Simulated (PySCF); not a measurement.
PySCF 2.14.0, BP86/def2-svp, df: Ti(Cl)2(OMe)2 (C[O][Ti]([Cl])([Cl])[O]C), 13 atoms. The geometry is a generated start, not checked to be a minimum at this level.

```json
{
  "task": "energy",
  "method": "bp86",
  "basis": "def2-svp",
  "two_electron_scheme": "density fitting",
  "mol.max_memory": "3000 MB",
  "mf.max_cycle": "100",
  "mf.init_guess": "minao (default)",
  "mf.DIIS": "CDIIS (default)",
  "mf.diis_space": "8 (default)",
  "mf.conv_tol": "1e-09 (default)",
  "mf.grids.level": "3 (default)",
  "basis_functions": "153",
  "grid_points": "173912"
}
```

```xyz
13

Ti     0.5262     0.6501     0.8932
Cl     2.4061     1.6478     1.1718
Cl    -0.5056     0.9032     2.7593
O      0.7921    -0.9843     0.6893
C      0.7469    -2.3081     0.2792
H      0.7434    -2.3617    -0.8197
H      1.6248    -2.8461     0.6620
H     -0.1634    -2.7859     0.6692
O     -0.3527     1.4688    -0.2703
C     -1.2689     1.6224    -1.3008
H     -1.8639     2.5307    -1.1365
H     -0.7422     1.7116    -2.2622
H     -1.9428     0.7514    -1.3345
```

Charge 0 and multiplicity 1 are set for this test and not shown to be the ground state.

One run each on 2 threads, 1 BLAS thread. Values of level_shift (Hartree) tried: 0 (default), 0.1, 0.3, 1.

Q: Which value of level_shift (Hartree) needs the fewest Fock builds, and what happens away from it?

A: Fewest Fock builds, within one of each other: 0 (default) with 16, 0.1 with 15. The count rises to 41 at 1. All converge to one solution.

```csv
level_shift (Hartree),Fock builds,end
0 (default),16,same solution
0.1,15,same solution
0.3,21,same solution
1,41,same solution
```
